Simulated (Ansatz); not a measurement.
Abridged Ansatz (an electronic-structure program) output:

```
Relaxation: its limit of steps is 50 (relax.max_steps)
Pseudopotential: Li, paw, valence charge 3
Crystal: 1 atoms, lattice volume = 20.125 Å³
Basis set: ecut = 420 eV, 381 PW (Γ), exchange–correlation on 72×72×40 points (8 copies of the dense FFT grid, shifted against one another)
Bands: 6, of which v1, the nominal top of the filled ones, is band 2 counted from 1 (1 counted from 0)
Symmetry: 12 space group operations
k-points: 1834 of 19683
Functional: x = pbesol(κ = 0.804, μ = 0.12345679012345678), c = pbesol(β = 0.046)
SCF iter   1: F=—  HF=-203.006080 eV  |F-HF|=—  |Δ(HF+E_count)|=         —  Δρ=1.45e-3  dr2=1.31e-4  ethr=1.77e-3  ⟨swp⟩=4.0  Hψ=85275  notcnv=0
SCF iter   2: F=—  HF=-203.005589 eV  |F-HF|=—  |Δ(HF+E_count)|=   4.90e-4  Δρ=5.55e-4  dr2=1.87e-5  ethr=4.37e-6  ⟨swp⟩=2.2  Hψ=27870  notcnv=0
SCF 1 converged in 6 iterations: F = -203.005504 eV  dr2 = 6.55e-17
relax step   1: F+E_penalty+E_count = -203.00550411 eV  Δ(F+E_penalty+E_count) = +0.000e0 eV  max|allowed force component| = 0.000e0 eV/Å  Δτ_max = 0.0000 Å  P = +0.093 GPa  Ω = 20.125 Å³  fix = [a, b, gamma]  reactions: a +0.139, b +0.139 GPa  (6 SCF iters, dr2 threshold 1.00e-7 eV, accepted)
Crystal: 1 atoms, lattice volume = 20.125 Å³
SCF iter   1: F=—  HF=-203.005504 eV  |F-HF|=—  |Δ(HF+E_count)|=         —  Δρ=2.72e-8  dr2=3.41e-14  ethr=1.02e-10  ⟨swp⟩=3.3  Hψ=122345  notcnv=0
SCF iter   2: F=-203.005504 eV  HF=-203.005504 eV  |F-HF|=2.84e-14  |Δ(HF+E_count)|=   2.40e-7  Δρ=1.28e-8  dr2=7.22e-15  ethr=1.00e-12  ⟨swp⟩=4.2  Hψ=25981  notcnv=0
SCF 2 converged in 2 iterations: F = -203.005504 eV  dr2 = 7.22e-15
SCF converged after 2 iterations
Free energy (F): -203.005504 eV
Internal energy: -202.989561 eV  (E = F + TS)
E sigma→0 (E₀):  -202.997533 eV
Entropy (-TS):   -0.015943 eV (-15.943 meV/atom)
Fermi energy:    1.051063 eV
--- Forces (eV/Å), atoms counted from 1 ---
  atom   1  Li     0.00000000     0.00000000     0.00000000
--- Stress (GPa, compression-positive) ---
        0.139045       0.000000       0.000000
        0.000000       0.139045       0.000000
       -0.000000       0.000000       0.001483
  P = ⅓ Tr σ = 0.0932 GPa (0.932 kbar)
--- Relaxed structure (1 steps of the walk, 1 accepted, 1 SCFs on fresh bases) ---
  cell:  # Å, volume = 20.1249 Å³
    - [4.836407771777314, 7.255630129324124e-27, 2.0286532420256923e-27]
    - [2.418203885888657, 4.188451993419647, 7.026601952136662e-11]
    - [2.418203885888657, -1.396150664489882, 0.993473368476578]
  atoms:
    - { symbol: Li, position: [0.0, 0.0, 0.0] }
```

### Question
What was computed, and what are the main results?

### Answer
Li, 1 atom in the cell, with PBEsol (Ansatz; PAW; 420 eV plane waves; no SOC). The last SCF converged to F = -203.005504 eV, or -203.0055 eV per atom, at a pressure of 0.09 GPa. The total energy compares only with runs of the same code, potentials and settings.

The cells carry an imposed strain or load. No phonon test of stability was made. The cell was made from Li in the bcc (W type) structure (space group Im-3m, No. 229) by this change: biaxial strain −0.42 %, plane normal [111], relaxed out of plane.

Keys are those of Ansatz 0.2.
